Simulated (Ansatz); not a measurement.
The reference is SiC (space group Pm-3n, No. 223; a hypothetical phase, not in the database extracts checked).

```
CELL_PARAMETERS angstrom
      5.33133     0.00000     0.00000
      0.00000     5.33133     0.00000
      0.00000     0.00000     5.33133
ATOMIC_POSITIONS crystal
  Si 0.25000 0.00000 0.50000
  Si 0.50000 0.25000 0.00000
  Si 0.50000 0.75000 0.00000
  Si 0.75000 0.00000 0.50000
  Si 0.00000 0.50000 0.75000
  Si 0.00000 0.50000 0.25000
  C  0.25000 0.50000 0.00000
  C  0.00000 0.25000 0.50000
  C  0.00000 0.75000 0.50000
  C  0.75000 0.50000 0.00000
  C  0.50000 0.00000 0.75000
  C  0.50000 0.00000 0.25000
```

Cartesian axes are those of the cell as printed.

Level of theory: PBEsol (Ansatz, a quantum-chemistry and plane-wave program; PAW; 420 eV plane waves; no spin-orbit coupling).

Before the change:

```
Item        Value
--------  -------
Band gap  1.75 eV
```

One thing is altered: a pure shear with ε_yz = ε_zy = -0.0073, atoms relaxed at fixed cell.

**Question.** How does this affect the band gap?

**Answer.** The band gap drops by 0.02 eV (1.75 eV → 1.73 eV).

**Question.** Predict the new largest internal atomic displacement.

**Answer.** The largest internal atomic displacement is 0.014 Å.

The cells carry an imposed strain or load. Whether these cells are dynamically stable was not tested.
